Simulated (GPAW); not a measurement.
Band structure of N2 (P6_3/mmc, 4 atoms in the cell).

```
CELL_PARAMETERS angstrom
      4.16723     0.00000     0.00000
     -2.08361     3.60893     0.00000
      0.00000     0.00000     7.00600
ATOMIC_POSITIONS crystal
  N  0.33333 0.66667 0.32893
  N  0.66667 0.33333 0.67107
  N  0.66667 0.33333 0.82893
  N  0.33333 0.66667 0.17107
```

Method: LDA (Perdew-Wang 92), GPAW PAW datasets LDA (gpaw-data 1.0.1) (plane waves; GPAW).

Settings: mode = pw; ecut = 900 eV; xc = LDA; kpts = 5 5 3; mesh shift (steps) = 0 0 0; occupations.name = fermi-dirac; occupations.width = 0 eV; nbands = -8; convergence.bands = -6; symmetry.symmorphic = false; symmetry.tolerance = 0.0005; maxiter = 100; bandpath_npoints = 40.

The starting cell comes from a database of computed structures (which also holds hypothetical and non-ambient phases and stackings), without a prior relaxation at this level.

Question: Predict the gap along the standard path and the places of the band edges.

Answer: The gap along the path is 6.89 eV, from Γ to K; the smallest direct gap on it is 7.21 eV.

Levels in eV from the top of the valence band on the SCF mesh, bands 7 to 14:
```json
[
 {"point": "Γ", "7": "-1.71", "8": "-1.71", "9": "-1.14", "10": "0.00", "11": "7.65", "12": "7.65", "13": "8.13", "14": "8.13"},
 {"point": "M", "7": "-1.90", "8": "-1.73", "9": "-0.57", "10": "-0.22", "11": "7.00", "12": "7.36", "13": "7.72", "14": "8.23"},
 {"point": "K", "7": "-1.99", "8": "-1.84", "9": "-0.37", "10": "-0.37", "11": "6.89", "12": "7.55", "13": "7.55", "14": "8.17"},
 {"point": "A", "7": "-1.76", "8": "-1.76", "9": "-0.51", "10": "-0.51", "11": "7.88", "12": "7.88", "13": "7.88", "14": "7.88"},
 {"point": "L", "7": "-1.82", "8": "-1.82", "9": "-0.44", "10": "-0.44", "11": "7.36", "12": "7.36", "13": "7.77", "14": "7.77"},
 {"point": "H", "7": "-1.92", "8": "-1.92", "9": "-0.43", "10": "-0.43", "11": "7.46", "12": "7.46", "13": "7.59", "14": "7.59"}
]
```
